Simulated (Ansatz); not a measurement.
Results of r²SCAN in Ansatz (PAW) for C11b WSi2.

Run with plane-wave cutoff 560 eV, 24×24×24 k mesh, Fermi–Dirac smearing 0.05 eV, no spin polarisation, scalar-relativistic PAW data made under PBE.

Response to compression and expansion:

Shape and atoms are relaxed at each volume.

```
V (Å³/atom)  P (GPa)  c (Å)  a (Å)
-----------  -------  -----  -----
12.878         10.38  7.717  3.164
13.147          4.91  7.761  3.188
13.415          0.00  7.804  3.211
13.683         -4.41  7.847  3.234
13.952         -8.36  7.890  3.257
```

Note: the bulk modulus comes from volumes at which shape and atoms were relaxed.

Ansatz is a program for electronic structure.
